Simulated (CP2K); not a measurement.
**Worked example: self-consistent single point of SrZn2 (Imma, 6 atoms in the cell) in CP2K**

Computed with PBEsol, GPW, DZVP-MOLOPT-SR-GTH basis, GTH-PBE potentials (GTH_POTENTIALS) run with CP2K.

Input as run:

```
&GLOBAL
  PROJECT bulk
  RUN_TYPE ENERGY_FORCE
  PRINT_LEVEL MEDIUM
&END GLOBAL
&FORCE_EVAL
  METHOD Quickstep
  STRESS_TENSOR ANALYTICAL
  &DFT
    BASIS_SET_FILE_NAME BASIS_MOLOPT
    POTENTIAL_FILE_NAME GTH_POTENTIALS
    &QS
      METHOD GPW
      EPS_DEFAULT 1E-11
    &END QS
    &MGRID
      CUTOFF 600
      REL_CUTOFF 40
      NGRIDS 5
    &END MGRID
    &SCF
      SCF_GUESS ATOMIC
      EPS_SCF 1E-6
      MAX_SCF 100
      ADDED_MOS 12
      &DIAGONALIZATION
        ALGORITHM STANDARD
      &END DIAGONALIZATION
      &MIXING
        METHOD BROYDEN_MIXING
        ALPHA 0.2
        NBUFFER 10
      &END MIXING
      &SMEAR ON
        METHOD GAUSSIAN
        SIGMA [eV] 0.136
      &END SMEAR
    &END SCF
    &KPOINTS
      SCHEME MONKHORST-PACK 4 4 4
      GAMMA_CENTERED T
    &END KPOINTS
    &XC
      &XC_FUNCTIONAL
        &PBE
          PARAMETRIZATION PBESOL
        &END PBE
      &END XC_FUNCTIONAL
    &END XC
    &PRINT
      &MO
        EIGENVALUES T
        OCCUPATION_NUMBERS T
        NDIGITS 8
        FILENAME mo
        &EACH
          QS_SCF 0
        &END EACH
        ADD_LAST NUMERIC
      &END MO
      &MULLIKEN ON
      &END MULLIKEN
    &END PRINT
  &END DFT
  &SUBSYS
    &CELL
      A 5.94996000 0.00000000 0.00000000
      B -0.99354900 5.86642000 0.00000000
      C -0.90418900 -4.26306300 4.05102000
      PERIODIC XYZ
    &END CELL
    &COORD
      SCALED
      Sr       0.30347000     0.05347000     0.25000000
      Sr       0.69653000     0.94653000     0.75000000
      Zn       0.73249000     0.66359000     0.06890000
      Zn       0.26751000     0.33641000     0.93110000
      Zn       0.09469000     0.66359000     0.43110000
      Zn       0.90531000     0.33641000     0.56890000
    &END COORD
    &KIND Sr
      BASIS_SET DZVP-MOLOPT-SR-GTH
      POTENTIAL GTH-PBE-q10
    &END KIND
    &KIND Zn
      BASIS_SET DZVP-MOLOPT-SR-GTH
      POTENTIAL GTH-PBE-q12
    &END KIND
  &END SUBSYS
  &PRINT
    &FORCES ON
    &END FORCES
    &STRESS_TENSOR ON
    &END STRESS_TENSOR
  &END PRINT
&END FORCE_EVAL
```

Output (repeated stretches shortened):

```
 GLOBAL| Method name                                                        CP2K
 GLOBAL| Project name                                                       bulk
 GLOBAL| Run type                                                   ENERGY_FORCE

 CELL| Volume [angstrom^3]:                                           141.400709
 CELL| Vector a [angstrom]:       5.950     0.000     0.000   |a| =     5.949960
 CELL| Vector b [angstrom]:      -0.994     5.866     0.000   |b| =     5.949960
 CELL| Vector c [angstrom]:      -0.904    -4.263     4.051   |c| =     5.949960
 CELL| Angle (b,c), alpha [degree]:                                   132.925777
 CELL| Angle (a,c), beta  [degree]:                                    98.740850
 CELL| Angle (a,b), gamma [degree]:                                    99.612517
 CELL| Numerically orthorhombic:                                              NO
 CELL| Periodicity                                                           XYZ

 DFT| Spin restricted Kohn-Sham (RKS) calculation                            RKS
 DFT| Multiplicity                                                             1
 DFT| Number of spin states                                                    1
 DFT| Charge                                                                   0
 DFT| XC density smoothing                                                  NONE
 DFT| XC derivatives                                                          PW

 QS| Method:                                                                 GPW
 QS| Density plane wave grid type                        NON-SPHERICAL FULLSPACE
 QS| Number of grid levels:                                                    5
 QS| Density cutoff [a.u.]:                                                300.0
 QS| Multi grid cutoff [a.u.]: 1) grid level                               300.0
   [... lines left out ...]
 BRILLOUIN| Wavefunction type                                            COMPLEX
 BRILLOUIN| List of Kpoints [2 Pi/Bohr]                                       36
 BRILLOUIN| Number           Weight            X              Y              Z
 BRILLOUIN|     1           0.03125       -0.25000       -0.25000       -0.25000
 BRILLOUIN|     2           0.03125       -0.25000       -0.25000        0.00000
 BRILLOUIN|     3           0.03125       -0.25000       -0.25000        0.25000
   [... 33 lines left out ...]
 *******************************************************************************

 Extrapolation method: initial_guess

 Re-scaling the density matrix to get the right number of electrons
                  # Electrons              Trace(P)               Scaling factor
                           68                68.000                        1.000

 Number of electrons:                                                         68
 Number of occupied orbitals:                                                 34
 Number of molecular orbitals:                                                46

 Number of orbital functions:                                                128
 Number of independent orbital functions:                                    128
 SCF WAVEFUNCTION OPTIMIZATION

  Step     Update method      Time    Convergence         Total energy    Change
     1 NoMix/Diag. 0.20E+00      -     1.75501149      -303.6039919502 -3.04E+02
     2 Broy./Diag. 0.20E+00      -     0.03082888      -304.9064943754 -1.30E+00
     3 Broy./Diag. 0.20E+00      -     0.02511308      -303.6936251639  1.21E+00
     4 Broy./Diag. 0.20E+00      -     0.00591249      -302.9415125081  7.52E-01
     5 Broy./Diag. 0.20E+00      -     0.00297760      -302.8268875215  1.15E-01
     6 Broy./Diag. 0.20E+00      -     0.00069507      -302.9001635361 -7.33E-02
     7 Broy./Diag. 0.20E+00      -     0.00054952      -302.9145324548 -1.44E-02
     8 Broy./Diag. 0.20E+00      -     0.00018956      -302.9091008961  5.43E-03
     9 Broy./Diag. 0.20E+00      -     0.00010333      -302.9090618612  3.90E-05
    10 Broy./Diag. 0.20E+00      -     0.00002081      -302.9108334691 -1.77E-03
    11 Broy./Diag. 0.20E+00      -     0.00000637      -302.9110464244 -2.13E-04
    12 Broy./Diag. 0.20E+00      -     0.00000280      -302.9109321188  1.14E-04
    13 Broy./Diag. 0.20E+00      -     0.00000058      -302.9109195521  1.26E-05
  *** SCF run converged in    13 steps ***

  Electronic density on regular grids:        -67.9999999906        0.0000000094
  Core density on regular grids:               67.9999999993       -0.0000000007
  Total charge density on r-space grids:        0.0000000087
  Total charge density g-space grids:           0.0000000087

  Overlap energy of the core charge distribution:               0.00000000016946
  Self energy of the core charge distribution:               -436.14067316412343
  Core Hamiltonian energy:                                    126.96743737485635
  Hartree energy:                                              50.14263052514990
  Exchange-correlation energy:                                -43.87907996518937
  Smearing free energy correction:                             -0.00123432092062
  Fermi energy:                                                 0.20541029022079

  Total energy:                                              -302.91091955207543
  Total energy (extrapolated to sigma->0):                   -302.91030239161512

                     Mulliken Population Analysis

 #  Atom  Element  Kind  Atomic population                           Net charge
       1     Sr       1          9.822166                              0.177834
       2     Sr       1          9.822166                              0.177834
       3     Zn       2         12.088923                             -0.088923
       4     Zn       2         12.088923                             -0.088923
       5     Zn       2         12.088911                             -0.088911
       6     Zn       2         12.088911                             -0.088911
 # Total charge                             68.000000                 -0.000000

 ENERGY| Total FORCE_EVAL ( QS ) energy [hartree]           -302.910919249536960

 FORCES| Atomic forces [hartree/bohr]
 FORCES|   Atom     x               y               z               |f|
 FORCES|      1 -4.03531570E-04 -4.78474380E-04  6.84335052E-07   6.25920066E-04
 FORCES|      2  4.03527517E-04  4.78495801E-04 -6.89787238E-07   6.25933834E-04
 FORCES|      3 -4.18647634E-04  1.21351428E-03 -6.82157205E-04   1.45369226E-03
 FORCES|      4  4.18655739E-04 -1.21353648E-03  6.82153898E-04   1.45371158E-03
 FORCES|      5  1.25946997E-03 -2.10737136E-04  6.75295726E-04   1.44454112E-03
 FORCES|      6 -1.25947402E-03  2.10737918E-04 -6.75286968E-04   1.44454068E-03
 FORCES| Sum    -3.41793260E-12  2.08211920E-12  4.69540856E-13
 FORCES| Total atomic force                                       4.02963426E-12

 STRESS| Analytical stress tensor [bar]
 STRESS|                        x                   y                   z
 STRESS|      x       -1.36883560925E+04   1.26025958639E+03  -2.13252497307E+03
 STRESS|      y        1.26025958639E+03  -1.32647811850E+04   1.80246559917E+03
 STRESS|      z       -2.13252497307E+03   1.80246559917E+03  -1.19132282991E+04
 STRESS| 1/3 Trace                                            -1.29554551922E+04
```

The run converged in 13 iterations.

The starting cell comes from a database of computed structures (which also holds hypothetical and non-ambient phases and stackings), without a prior relaxation at this level. Its lattice was rescaled by a random factor within 2.5 % of one. Values carry the incompleteness of an atom-centred basis. The potentials were made for another functional than the one used.

Cost on one core of a shared machine: roughly 2 min.
